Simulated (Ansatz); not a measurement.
# Os, response to strain

Start from Os in the hcp (Mg type) structure (space group P6_3/mmc, No. 194; a = 2.729 Å, c = 4.309 Å; relaxed with 0.1 eV smearing). Axes: x lies along a and z along c of the hexagonal cell.

Strains are applied to the cell and any free atomic positions relax.

All numbers come from PBEsol (Ansatz, a program for electronic structure, PAW, no spin-orbit coupling).

Notes on the quantities. pressure: mean of the normal stresses, compression positive; energy relative to the base: free energy F.

```tsv
change	pressure	energy relative to the base	shortest interatomic distance
base	0.0 GPa	0 meV/atom	2.669 Å
uniaxial strain ε_xx = −2.50 %	?	+23 meV/atom	2.654 Å
uniaxial strain ε_xx = −2.00 %	9.1 GPa	+15 meV/atom	2.657 Å
uniaxial strain ε_xx = −1.50 %	6.7 GPa	+8.1 meV/atom	2.660 Å
uniaxial strain ε_xx = −1.00 %	4.4 GPa	+3.5 meV/atom	2.663 Å
uniaxial strain ε_xx = −0.50 %	2.2 GPa	+0.9 meV/atom	2.666 Å
uniaxial strain ε_xx = +0.50 %	-2.1 GPa	+0.8 meV/atom	2.670 Å
uniaxial strain ε_xx = +1.00 %	-4.1 GPa	+3.3 meV/atom	2.671 Å
uniaxial strain ε_xx = +2.00 %	-7.8 GPa	+13 meV/atom	2.672 Å
uniaxial strain ε_xx = +2.50 %	-9.6 GPa	?	2.673 Å
```

Question: What belongs in the blanks?

Answer: 
- uniaxial strain ε_xx = −2.50 %, pressure: 11.6 GPa
- uniaxial strain ε_xx = +2.50 %, energy relative to the base: +20 meV/atom

Stability against distortions was not tested. All final runs are without spin polarisation.
